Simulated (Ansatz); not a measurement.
The starting structures come from a database of crystals and need not be the phases stable at ambient conditions.

 Where the default PAW files enter, the runs use the earlier of Ansatz's two default sets.

Here is the system:

```
SrClF
1.0
    4.12963     0.00000     0.00000
    0.00000     4.12963     0.00000
    0.00000     0.00000     6.97661
Sr Cl F
2 2 2
Direct
  0.00000   0.50000   0.79950
  0.50000   0.00000   0.20050
  0.50000   0.00000   0.64490
  0.00000   0.50000   0.35510
  0.50000   0.50000   0.00000
  0.00000   0.00000   0.00000
```

Space group of this cell: P4/nmm. The cell is taken as given; by PBEsol its mean pressure is -1.6 GPa.

Transport runs along the normal of the first two printed cell vectors, the (001) plane of the conventional cell.

The gap is the functional's own. No spin-orbit coupling. Mid-gap values are interpolated on the energy grid.

Q: Estimate the band gap and the smallest decay constant κ at mid-gap that PBEsol in Ansatz (an electronic-structure program) returns for this system.

A: Gap 5.77 eV on a 8×8×6 mesh; κ = 0.405 1/Å, at the zone centre.
